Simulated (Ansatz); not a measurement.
The reference is Ta in the bcc (W type) structure (space group Im-3m, No. 229; relaxed with 0.1 eV smearing).

```
CELL_PARAMETERS angstrom
     -1.64115     1.64115     1.64115
      1.64115    -1.64115     1.64115
      1.64115     1.64115    -1.64115
ATOMIC_POSITIONS crystal
  Ta 0.00000 0.00000 0.00000
```

Cartesian axes are those of the cell as printed.

All numbers come from Ansatz (a program for electronic structure) PBEsol, without spin-orbit coupling.

Base values:

- Volume per atom = 17.68 Å³

Perturbation: tensile biaxial strain of 0.50 % in the plane normal to [001], as in epitaxy on a mismatched substrate; the out-of-plane cell vector and the atoms relax.

Task: What happens to the volume per atom?

Result: The volume per atom increases by 0.07 Å³, from 17.68 Å³ to 17.75 Å³.

Task: How does this affect the energy relative to the base?

Result: The energy rises by 0.7 meV/atom.

Stability against distortions was not tested. All final runs are without spin polarisation.
